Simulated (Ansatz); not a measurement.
Levels about the gap of amorphous In$_{24}$O$_{36}$ (60 atoms in a cell of 878 Å³, 6.30 g/cm³; zone centre alone, so wide bands show as single levels with stretches between that a denser mesh fills), at the geometry that PBE relaxed, where it gives 0.0 GPa on a denser mesh. The participation number counts the atoms over which a state spreads; weights are charges in smoothed Voronoi cells. The levels come from a single point, so bond lengths are those of that geometry. Method of the levels: r2SCAN, scalar-relativistic without spin-orbit coupling (Ansatz, a program for electronic structure). Sampling: the zone centre alone; Fermi-Dirac width 0.02 eV; no spin polarisation. At PBE the levels at the filled edge of the gap are localised (band-tail or defect states).

It comes from a melt-quench run on a machine-learned potential (CHGNet), relaxed afterwards by DFT. O atoms were pushed apart under 1.9 Å during the dynamics, to hinder bonds among them. The hot cell started wider than the set density and was brought back towards it in steps. It is the lowest in DFT energy of 2 quenches. It is a model cell: composition and starting density were chosen by hand, and all elements were melted together. No dispersion term was used. Its density started from a set value of 6.28 and ended at 6.30 g/cm³. The simulated quench (nominally 180 K/ps over its main leg) is rapid and tends to freeze in more defects than a deposited or slowly cooled glass has. Values belong to this one cell and scatter from quench to quench. The volume was free in the relaxation, at fixed shape. Stress components on the final sampling reach 1.4 GPa.

```csv
"E - E(highest filled), eV",filling,participation number,largest on,weight O,weight In
-0.32,filled,20.7,"O, 4 neighbours",0.93,0.07
-0.30,filled,24.7,"O, 3 neighbours",0.94,0.06
-0.27,filled,11.7,"O, 3 neighbours",0.94,0.06
-0.20,filled,15.6,"O, 3 neighbours",0.94,0.06
-0.17,filled,17.1,"O, 3 neighbours",0.94,0.06
-0.10,filled,4.2,"O, 3 neighbours",0.95,0.05
0.00,filled,7.6,"O, 3 neighbours",0.95,0.05
0.92,empty,56.3,"In, 5 neighbours",0.53,0.47
3.90,empty,30.4,"In, 5 neighbours",0.59,0.41
4.02,empty,33.1,"In, 5 neighbours",0.61,0.39
4.05,empty,36.6,"In, 5 neighbours",0.59,0.41
4.17,empty,38.8,"In, 5 neighbours",0.60,0.40
4.21,empty,39.2,"In, 5 neighbours",0.60,0.40
4.28,empty,29.7,"In, 5 neighbours",0.61,0.39
```

Most localised among these is the filled level at -0.10 eV, on a O atom, which has 3 neighbours (In 2.11 Å, In 2.12 Å, In 2.23 Å).
